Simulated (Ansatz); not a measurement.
The starting structures come from a database of crystals and need not be the phases stable at ambient conditions.

The decay constant κ of evanescent states in the gap governs leakage through a thin film.

Here is the system:

```xyz
2
Lattice="3.6832 0.0000 0.0000 0.0000 3.6832 0.0000 1.8416 -1.8416 2.6044" Properties=species:S:1:pos:R:3 pbc="T T T"
Mg     0.0000     0.0000     0.0000
S      3.6832     0.0000     2.6044
```

The cell is taken as given; by LDA it stands under a pressure of -3.5 GPa.

Transport runs along the normal of the first two printed cell vectors, the (001) plane of the conventional cell.

The gap is the functional's own. No spin-orbit coupling. Mid-gap values are those at the computed energy nearest the middle.

Estimate the band gap and the smallest decay constant κ at mid-gap that Ansatz (a quantum-chemistry and plane-wave program) with LDA returns for this system.

Gap 2.55 eV on a 12×12×12 mesh; κ = 0.215 1/Å, at the zone centre.
